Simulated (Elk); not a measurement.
# Input and output of a self-consistent single point for Nb (Im-3m, 1 atom in the cell) (Elk)

Method of the run: PBE, all-electron FP-LAPW, Elk's shipped species files, default APW+lo basis (Elk).

This input was run:

```
tasks
  0

xctype
  20

rgkmax
  7.0

stype
  3

swidth
  0.00183747

scale
  5.421869989

avec
   -0.5773502692    0.5773502692    0.5773502692
    0.5773502692   -0.5773502692    0.5773502692
    0.5773502692    0.5773502692   -0.5773502692

atoms
  1   : nspecies
  'Nb.in'   : spfname
  1   : natoms; atposl, bfcmt below
  0.0000000000  0.0000000000  0.0000000000    0.0 0.0 0.0

ngridk
  9 9 9
```

Log, with long lists cut:

```
│ Elk code version 10.2.4 │

All units are atomic (Hartree, Bohr, etc.)

│ Ground-state run starting from atomic densities │

Lattice vectors :
  -3.130318098       3.130318098       3.130318098
   3.130318098      -3.130318098       3.130318098
   3.130318098       3.130318098      -3.130318098

Unit cell volume      :    122.6945883
Brillouin zone volume :    2.021688299

Muffin-tin inner radius fraction :   0.1000000000E-01

Nuclei treated as point charges

Species :    1 (Nb)
 parameters loaded from : Nb.in
 name : niobium
 nuclear charge    :   -41.00000000
 electronic charge :    41.00000000
 atomic mass :    169357.9703
 muffin-tin radius :    2.600000000
 number of radial points in muffin-tin :    597
 atomic positions (lattice), magnetic fields (Cartesian) :
   1 :   0.00000000  0.00000000  0.00000000    0.00000000  0.00000000  0.00000000

Total number of atoms per unit cell :    1

Spin treatment :
 spin-unpolarised

Number of Bravais lattice symmetries :   48
Number of crystal symmetries         :   48
Crystal has inversion symmetry
Real symmetric eigensolver will be used

k-point grid :      9     9     9
k-point offset :    0.000000000       0.000000000       0.000000000
k-point set is reduced with full crystal symmetry group
Total number of k-points :       35

Muffin-tin radius times maximum |G+k| :    7.000000000
 using average radius
Maximum |G+k| for APW functions       :    2.692307692
Maximum (1/2)|G+k|²                   :    3.624260355
Maximum |G| for potential and density :    12.00000000
 potential will be trimmed for |G| > 2 gkmax
Constant for pseudocharge density :    8
Radial integration step length :    4

G-vector grid sizes :     21    21    21
Number of G-vectors :     3559

Maximum angular momentum used for
 APW functions                      :    8
 outer part of muffin-tin           :    6
 inner part of muffin-tin           :    1

Total nuclear charge    :   -41.00000000
Total core charge       :    28.00000000
Total valence charge    :    13.00000000
Total excess charge     :    0.000000000
Total electronic charge :    41.00000000

Effective Wigner radius, rₛ :   0.8939590950

Number of empty states         :    4
Total number of valence states :   11
Total number of core states    :   28

Total number of local-orbitals :   18

Exchange-correlation functional :     20     0     0
 Perdew-Burke-Ernzerhof, Phys. Rev. Lett. 77, 3865 (1996)
 gradient requirement :    1
 generalised gradient approximation (GGA)

Smearing type :    3
 Fermi-Dirac
Smearing width :   0.1837470000E-02
Effective electronic temperature (K) :    580.2271348

Mixing type :    3
 Broyden mixing, J. Phys. A: Math. Gen. 17, L317 (1984)

Kohn-Sham potential initialised from atomic data

│ Self-consistent loop started │
│ Loop number : 1 │
 total energy                :     -3819.12762713
│ Loop number : 2 │
 total energy                :     -3819.21626047
RMS change in Kohn-Sham potential (target) :   0.1445857690     (  0.1000000000E-05)
Absolute change in total energy (target)   :   0.8863334270E-01 (  0.1000000000E-03)
│ Loop number : 3 │
 total energy                :     -3819.32991710
RMS change in Kohn-Sham potential (target) :   0.1399205387     (  0.1000000000E-05)
Absolute change in total energy (target)   :   0.1358149653     (  0.1000000000E-03)
│ Loop number : 4 │
 total energy                :     -3819.50108345
RMS change in Kohn-Sham potential (target) :   0.1223533617     (  0.1000000000E-05)
Absolute change in total energy (target)   :   0.2051200840     (  0.1000000000E-03)
│ Loop number : 5 │
 total energy                :     -3820.07909684
RMS change in Kohn-Sham potential (target) :   0.5699839763E-01 (  0.1000000000E-05)
Absolute change in total energy (target)   :   0.6292934180     (  0.1000000000E-03)
│ Loop number : 6 │
 total energy                :     -3820.43158711
RMS change in Kohn-Sham potential (target) :   0.1781141696E-01 (  0.1000000000E-05)
Absolute change in total energy (target)   :   0.5098136184     (  0.1000000000E-03)
│ Loop number : 7 │
 total energy                :     -3820.57013350
RMS change in Kohn-Sham potential (target) :   0.4282202191E-03 (  0.1000000000E-05)
Absolute change in total energy (target)   :   0.2659997936     (  0.1000000000E-03)
│ Loop number : 8 │
 total energy                :     -3820.54193410
RMS change in Kohn-Sham potential (target) :   0.4588685262E-03 (  0.1000000000E-05)
Absolute change in total energy (target)   :   0.3830054652E-01 (  0.1000000000E-03)
│ Loop number : 9 │
 total energy                :     -3820.53902957
RMS change in Kohn-Sham potential (target) :   0.4002672746E-03 (  0.1000000000E-05)
Absolute change in total energy (target)   :   0.6670611816E-02 (  0.1000000000E-03)
│ Loop number : 10 │
 total energy                :     -3820.54125260
RMS change in Kohn-Sham potential (target) :   0.2650799251E-04 (  0.1000000000E-05)
Absolute change in total energy (target)   :   0.3890687614E-02 (  0.1000000000E-03)
│ Loop number : 11 │
 total energy                :     -3820.54173234
RMS change in Kohn-Sham potential (target) :   0.3669707033E-05 (  0.1000000000E-05)
Absolute change in total energy (target)   :   0.1452406062E-02 (  0.1000000000E-03)
│ Loop number : 12 │
 total energy                :     -3820.54172504
RMS change in Kohn-Sham potential (target) :   0.1670806193E-05 (  0.1000000000E-05)
Absolute change in total energy (target)   :   0.3558059566E-03 (  0.1000000000E-03)
│ Loop number : 13 │
 total energy                :     -3820.54170831
RMS change in Kohn-Sham potential (target) :   0.1685017045E-06 (  0.1000000000E-05)
Absolute change in total energy (target)   :   0.7221903707E-04 (  0.1000000000E-03)
Convergence targets achieved

│ Loop number : 14 │

Energies :
 Fermi                       :     0.380079157878
 sum of eigenvalues          :     -2265.12838927
 electron kinetic            :      3953.98521441
 core electron kinetic       :      3872.43282911
 Coulomb                     :     -7655.36996730
 Coulomb potential           :     -6063.89771418
 nuclear-nuclear             :     -382.767668737
 electron-nuclear            :     -8481.30688294
 Hartree                     :      1208.70458438
 Madelung                    :     -4623.42111021
 xc potential                :     -155.215889505
 exchange                    :     -117.045471442
 correlation                 :     -2.11104895900
 electron entropic           :    -0.434852352580E-03
 total energy                :     -3820.54170814

Density of states at Fermi energy :    40.82524758
 (states/Hartree/unit cell)

Estimated indirect band gap :   0.3136982309E-02
 from k-point     21 to k-point      2
Estimated direct band gap   :   0.4457516537E-01
 at k-point     27

Charges :
 core                        :    28.00000000
 valence                     :    13.00000000
 interstitial                :    1.668094482
 muffin-tins (core leakage)
  species :    1 (Nb)
   atom    1                 :    39.33190552     (  0.9354567254E-06)
 total in muffin-tins        :    39.33190552
 total calculated charge     :    41.00379290
 total charge                :    41.00000000
 error                       :   0.3792902016E-02

│ Self-consistent loop stopped │
```

The run converged in 14 iterations. The count includes the last loop, which Elk runs after its targets are met.

The starting cell comes from a database of computed structures (which also holds hypothetical and non-ambient phases and stackings), without a prior relaxation at this level. Its lattice was rescaled by a random factor within 2.5 % of one. Spin polarisation is off. Values depend on the basis (sphere radii, cutoffs, local orbitals), which need not be converged. The log's line on a gap gives a spacing of levels on this mesh, which the program prints for metals too.
